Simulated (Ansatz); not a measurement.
Worked calculations on one periodic cell of amorphous Hf$_{18}$O$_{39}$La$_{2}$: Hf18O39La2, 59 atoms, volume 789.7 Å³, made by a melt-quench on the CHGNet potential and relaxed with DFT. O atoms were pushed apart under 1.9 Å during the dynamics, to hinder bonds among them. It is a model cell: composition and starting density were chosen by hand, and all elements were melted together. Cycles of charging were run to anneal it. Method: PBE, scalar-relativistic without spin-orbit coupling (plane waves to 420 eV, PAW; Ansatz, a first-principles code). Sampling: a 2×2×2 Γ-centred mesh; Fermi-Dirac width 0.02 eV; no spin polarisation. Its volume was relaxed, its shape was free, and it stands at a mean pressure of 0.0 GPa with stress components up to 0.1 GPa; the relaxation ran on the zone centre alone. Its density went from a set 8.75 to 8.65 g/cm³. The cell is small and was quenched far faster than a real film, so it is one sample of the glass.

Q: Count formal charges (Hf +4, O -2, La +3). What does the count lead one to expect at the Fermi level, and what does the calculation give?

A: 18 × (+4) + 39 × (-2) + 2 × (+3) = 0. The charges balance, so the anion-derived valence states can be full and a gap can open. On this mesh the highest filled and lowest empty level lie 4.03 eV apart, the PBE gap of this cell.

Four energies for an added electron at PBE on the zone centre alone (charged cells in a uniform background, spin-polarised): neutral at the neutral geometry -317729.877 eV; charged at the neutral geometry -317715.430 eV; charged and relaxed -317715.694 eV; neutral at the charged geometry -317729.448 eV.

Q: Find the two relaxation energies and their sum, the reorganisation energy.

A: On charging: -317715.430 − (-317715.694) = 0.264 eV. On discharging: -317729.448 − (-317729.877) = 0.429 eV. The sum is 0.693 eV. The carrier's level spreads over 10 of the 59 atoms' worth, so it counts as partly localised, most on one Hf atom with neighbours O 2.05 Å, O 2.08 Å, O 2.13 Å, O 2.16 Å, O 2.19 Å, O 2.22 Å (neutral geometry). The values are uncorrected: the image energy of a point charge in this cell, 2.84 × 14.40 / (2 × 9.2) = 2.2 eV before screening, is screened by electrons alone at the fixed geometry and by ions too after relaxing, and the carrier can be spread before it relaxes, so each term can be off by up to that value times 1/ε∞, some tenths of an eV. PBE's self-interaction favours spread-out carriers, so a hybrid can localise more.
